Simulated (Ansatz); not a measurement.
WSe2, pressure series

The reference is WSe2 in the 2H-MoS2 type structure (space group P6_3/mmc, No. 194; layered, stacked along the Cartesian z axis).

```yaml
crystal:
  lattice:
    - [3.27906, 0.00000, 0.00000]
    - [-1.63953, 2.83975, 0.00000]
    - [0.00000, 0.00000, 12.78607]
  atoms:
    - { symbol: W, position: [0.33333, 0.66667, 0.25000] }
    - { symbol: W, position: [0.66667, 0.33333, 0.75000] }
    - { symbol: Se, position: [0.33333, 0.66667, 0.61827] }
    - { symbol: Se, position: [0.66667, 0.33333, 0.11827] }
    - { symbol: Se, position: [0.66667, 0.33333, 0.38173] }
    - { symbol: Se, position: [0.33333, 0.66667, 0.88173] }
```

Cell and atoms are relaxed at each pressure.

Calculations: PBE-D3(BJ) (Ansatz, an electronic-structure program), no SOC.

Base values:

The band gap is 0.87 eV.

Q: The aim is a band gap between 1.02 eV and 1.11 eV. Which of these changes reaches it?
A. pressure 0.3 GPa
B. pressure 0.7 GPa
C. pressure 3 GPa
D. pressure −2 GPa

A: D, pressure −2 GPa. It gives 1.08 eV; pressure 0.7 GPa gives 0.83 eV; pressure 3 GPa gives 0.71 eV; pressure 0.3 GPa gives 0.85 eV. Changes not listed may reach it too

Spin-orbit coupling, missing from the scalar runs, can matter with W. Load acts through the strain it causes; cell and atoms are relaxed under it. No phonon test of stability was made.
